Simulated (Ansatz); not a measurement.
Base system: C in the diamond structure (space group Fd-3m, No. 227; a = 3.560 Å).

All numbers come from Ansatz (a first-principles code) r2SCAN, no spin-orbit coupling, earlier PAW set.

One change was made to it. Results:

The band gap changes from 4.36 eV to zero; the density decreases by 1.305 g/cm³ (3.54 g/cm³ → 2.23 g/cm³).

Question: Which of these changes matches the shifts?
A) C → Au
B) C → Be
C) C → S
D) C → P

Answer: C, C → S. For comparison, the density in the other runs: C → Be gives 1.00 g/cm³; C → P gives 2.57 g/cm³; C → Au gives 11.67 g/cm³.

Whether these cells are dynamically stable was not tested. As relaxed here, S, Be, P and Au are hypothetical phases, not in the database extracts checked.
